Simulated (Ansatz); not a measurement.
Results of PBEsol+SOC (PAW; Ansatz, an electronic-structure program) for WSe₂ (P-6m2, No. 187, 9 atoms in the cell; start mp-1025572; a measured phase of this formula has another space group).

The run printed, among other lines:

```
Crystal: 9 atoms, lattice volume = 184.227 Å³
Basis set: ecut = 520 eV, 4873 PW (Γ), exchange–correlation on 50×50×300 points (8 copies of the dense FFT grid, shifted against one another)
Bands: 166, of which v1, the nominal top of the filled ones, is band 138 counted from 1 (137 counted from 0)
Symmetry: 12 space group operations + 12 with time reversal
k-points: 38 of 288 (time reversal used)
Initial density: superposition of atomic densities (chi_scale 0.1, normalization cell, long waves kept (reshape's long-wave potential 0.05 eV rms))
Functional: x = pbesol(κ = 0.804, μ = 0.12345679012345678), c = pbesol(β = 0.046)
spin=Noncollinear: Resta preconditioning applied to the charge; magnetization (m_x, m_y, m_z) channels mix plain (no charge-response kernel on spin).
SCF 1 converged in 14 iterations: F = -63393.506207 eV  dr2 = 1.97e-10
SCF converged after 14 iterations
Free energy (F): -63393.506207 eV
Internal energy: -63393.506207 eV  (E = F + TS)
E sigma→0 (E₀):  -63393.506207 eV
Fermi energy:    13.103822 eV
--- Forces (eV/Å), atoms counted from 1 ---
  atom   1  W      0.00000000    -0.00000000     0.00000000
  atom   2  W      0.00000000     0.00000000    -0.02519334
  atom   3  W      0.00000000     0.00000000     0.02519334
  atom   4  Se     0.00000000     0.00000000    -0.27769934
  atom   5  Se     0.00000000     0.00000000     0.27769934
  atom   6  Se    -0.00000000    -0.00000000    -0.28186732
  atom   7  Se    -0.00000000    -0.00000000     0.28186732
  atom   8  Se     0.00000000    -0.00000000    -0.33030701
  atom   9  Se     0.00000000    -0.00000000     0.33030701
--- Stress (GPa, compression-positive) ---
       -1.238760       0.000000       0.000000
        0.000000      -1.238760       0.000000
        0.000000       0.000000      -0.999604
  P = ⅓ Tr σ = -1.1590 GPa (-11.590 kbar)
```

**Question.** Write an input file that could have produced this run (the log leaves some choices open).

**Answer.** Several could match; the one computed here: 
Ansatz 0.2 input:
```yaml
crystal:
  lattice:
    - [3.2789085183, 0.0, 0.0]
    - [-1.6394542591, 2.8396180735, 0.0]
    - [0.0, 0.0, 19.7863088492]
  atoms:
    - { symbol: W, position: [0.6666666667, 0.3333333333, 0.0] }
    - { symbol: W, position: [0.3333333333, 0.6666666667, 0.6769104527] }
    - { symbol: W, position: [0.3333333333, 0.6666666667, 0.3230895473] }
    - { symbol: Se, position: [0.3333333333, 0.6666666667, 0.0851310681] }
    - { symbol: Se, position: [0.3333333333, 0.6666666667, 0.9148689319] }
    - { symbol: Se, position: [0.6666666667, 0.3333333333, 0.7620685406] }
    - { symbol: Se, position: [0.6666666667, 0.3333333333, 0.2379314594] }
    - { symbol: Se, position: [0.6666666667, 0.3333333333, 0.4082295205] }
    - { symbol: Se, position: [0.6666666667, 0.3333333333, 0.5917704795] }
basis:
  ecutwfc: 520
  ecutrho_ratio: 4
  xc_grid: 2
kpoints:
  mp_grid: { grid: [12, 12, 2] }
  band_path: { path: [[0, 0, 0], [0.179487, 0.179487, 0]], npoints: 1 }
hamiltonian:
  xc: pbesol
  dispersion: none
  pseudopotentials: { kind: paw }
scf:
  occupations: { method: fermi_dirac, width: 0.01 }
  convergence: { dr2_threshold: 0.0000000009 }
output:
  forces: true
  stress: true
  eigenvalues: true
  write_bands: true
magnetization:
  noncollinear: true
  spin_orbit: true
```

The PAW data were made under PBE.

Note: cell and atoms aren't relaxed at this level (largest force component 0.33 eV/Å, pressure -1.2 GPa). Note: the cell has widely spaced layers and the level no dispersion term, so their spacing and the moduli can rest on weak binding.

It cost very roughly 12 core-minutes of CPU time.

A start named mp-… is a Materials Project structure, which need not be a measured phase.
